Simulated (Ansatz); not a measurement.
**chalcopyrite ZnGeP2: the defect Na interstitial**

Method: PBE, PAW (plane waves to 420 eV; Ansatz, a first-principles code). The supercell holds 64 host sites (2×2×1 repeats of a cell of 16 atoms), with a 2×2×2 shifted k-point sampling for the final energies. Site at the start: void with 4P nearest. Finite-size correction: monopole term and site-potential alignment. Dielectric constants: PBE linear response of the host. Host gap at this level: 1.14 eV. Finite-size and sampling errors can reach tenths of an eV here. Levels are measured in PBE's own, too narrow, gap. Spin–orbit coupling is left out. Each state is the lowest found from its start.

The name describes the start; the neighbours show where the atoms ended.

Charges with a result: +1, 0. Others weren't obtained, and one of them could lie lower, also by skipping a charge.

```csv
charge,moment (μB),largest move off a lattice site (Å),neighbours of the last Na atom of the defect at the end (Å),image correction with alignment (eV)
+1,not spin-polarised,0.14,"P 2.48, P 2.48, P 2.52, P 2.52",0.23
0*,quenched,0.14,"P 2.48, P 2.48, P 2.52, P 2.52",–
```

* At this level the carrier isn't localised at the defect: at charge 0 electrons occupy the conduction band. Such a state is shallow or no state of the defect, and this cell gives it no level.

Starting moments that weren't kept: charge 0 began with 1 μB and ended with 0.0.

Flagged in the runs: a host whose relaxation on this sampling wasn't shown to rest, a strain field that reaches the edge of the cell.
